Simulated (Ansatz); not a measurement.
Start from BaZrO$_{3}$ in the cubic perovskite structure (space group Pm-3m, No. 221; a = 4.2271 Å).

Computed with Kohn–Sham DFT with the PBE functional, run in Ansatz (a program for electronic structure) with PAW and 420 eV plane waves, no spin-orbit coupling, earlier PAW set.

Base values:

- Lattice parameter a = 4.227 Å
- Gap character = indirect, R → Γ

Now apply this change: a hydrostatic pressure of 75 GPa.

### Question
How does this affect the lattice parameter a?

### Answer
The lattice parameter a shrinks by 0.370 Å, from 4.227 Å to 3.857 Å.

### Question
Estimate the effect on the gap character.

### Answer
The gap character becomes direct at Γ (base: indirect, R → Γ).

Load acts through the strain it causes; cell and atoms are relaxed under it. Stability against distortions was not tested. Competing high-pressure phases were not computed.
